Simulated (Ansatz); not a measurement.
Consider BN in the zinc blende structure (space group F-43m, No. 216).

```cif
data_BN
_chemical_formula_sum 'B1 N1'
_space_group_name_H-M_alt 'P 1'
_space_group_IT_number 1
_cell_length_a 2.53182
_cell_length_b 2.53182
_cell_length_c 2.53182
_cell_angle_alpha 60.000
_cell_angle_beta 60.000
_cell_angle_gamma 60.000
loop_
_space_group_symop_operation_xyz
  'x, y, z'
loop_
_atom_site_label
_atom_site_type_symbol
_atom_site_fract_x
_atom_site_fract_y
_atom_site_fract_z
_atom_site_occupancy
B1 B 0.00000 0.00000 0.00000 1
N1 N 0.25000 0.25000 0.25000 1
```

Level of theory: LDA (Ansatz, a first-principles code; PAW; 420 eV plane waves; no SOC).

```json
[
 {"level": "LDA", "band gap": "4.39 eV", "lattice parameter a": "3.581 Å"}
]
```

Measured: band gap 6.2 eV (room temperature; as listed in arXiv:1206.3780); lattice parameter a 3.593 Å (static lattice; corrected from measurement; as listed in Tamar Goldzak et al., The Journal of Chemical Physics (2022)).

Computed minus measured — band gap: LDA -1.81 eV; lattice parameter a: LDA -0.3 %. Measured values not marked as corrected hold thermal and zero-point effects that the static-lattice runs lack. A measured gap can be an optical one, lowered by exciton binding.

Stability against distortions was not tested.
